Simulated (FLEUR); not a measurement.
## Equation of state of hcp Cd (space group 194): energy against volume (FLEUR, PBE)

```
Cd
1.0
    2.92701     0.00000     0.00000
   -1.46351     2.53487     0.00000
    0.00000     0.00000     5.52007
Cd
2
Cartesian
  1.46351   0.84496   4.14005
  0.00000   1.68991   1.38002
```

Method of the run: FLEUR with PBE, all-electron FLAPW (FLEUR), scalar-relativistic valence. Settings: Kmax = 4.45 1/bohr; GmaxXC = 17.8 1/bohr; xcFunctional = pbe; jspins = 1; l_soc = F; mode = hist; fermiSmearingEnergy = 0.00183747 Htr; mesh (inpgen div1-3) = 22 22 11; inpgen gamma flag = true; Gmax = 17.8 1/bohr; numbands = 0; maxIterBroyd = 15; imix = Anderson; alpha = 0.05; precondParam = 0; minDistance = 1e-05 me/bohr^3. The cell above is the first row's. The rows scale it uniformly. In all rows fractional positions and the k mesh are held. E is the free energy at the stated smearing, counted from the lowest row.

```csv
V (Å^3/atom),E (meV/atom)
20.478,43.17
20.924,26.82
21.369,14.85
21.814,6.72
22.259,1.92
22.704,0.00
23.149,0.55
23.595,3.23
24.040,?
```

Q: Fit E against V with the third-order Birch-Murnaghan form, a cubic in V^(-2/3), and predict the withheld value at V = 24.040.

A: With u = V^(-2/3) - 0.127, the rows have u = 0.006601, 0.004695, 0.002861, 0.001088, -0.000624, -0.002281, -0.003885, -0.005441. Least squares gives E = 3.342 + 2573.4·u + 494309·u² + 4565522·u³. Residuals (row less fit): -0.011, 0.027, -0.007, -0.013, -0.008, 0.010, 0.013, -0.008; standard error 0.019 (degrees of freedom: 4). Its minimum lies at u = -0.002704, so V0 = (0.124296)^(-3/2) = 22.82. There d²E/du² = 914500 and d³E/du³ = 2.739e7, so B0 = (4/9) × 22.82^(-7/3) × 914500 × 0.160218 = 44.1 GPa (the last factor turns the table's units into GPa), and B0' = 4 + (2/3) × 0.124296 × (2.739e7)/914500 = 6.5. At the withheld row, u = -0.006946, so E = 3.342 + 2573.4 × (-0.006946) + 494309 × (-0.006946)² + 4565522 × (-0.006946)³ = 7.786 meV/atom. The calculation gives 7.74 meV/atom, 0.046 meV/atom below the prediction (0.1 % of the range of E in the table). The row lies outside the fitted rows, so this is an extrapolation. From the scatter of the fitted rows alone, a prediction at this place has a standard error of 0.047 meV/atom, so the miss is 1.0 times that.

Carrying the step between the two nearest rows on in a straight line would have given 5.90, off by 1.84; series whose last step already gives the withheld value aren't shown. The scan was laid around a cell of about the measured size, scaled by a guess for this functional; axis ratios and inner coordinates come from that cell. The runs keep the symmetry of the cell, so they don't test it for distortions. Values depend on the basis (sphere radii, cutoffs, local orbitals), which need not be converged. The shape of the cell and the inner coordinates aren't relaxed, so V0 and B0 belong to this uniform scaling; a relaxed crystal lies no higher in energy and is usually softer. Cutoffs and mesh are single choices, not tested for convergence of this quantity. Series with a scatter that would blur these digits, or in which a gap closes, are not shown. Nor are scans whose minimum lies at an end fitted in this form.
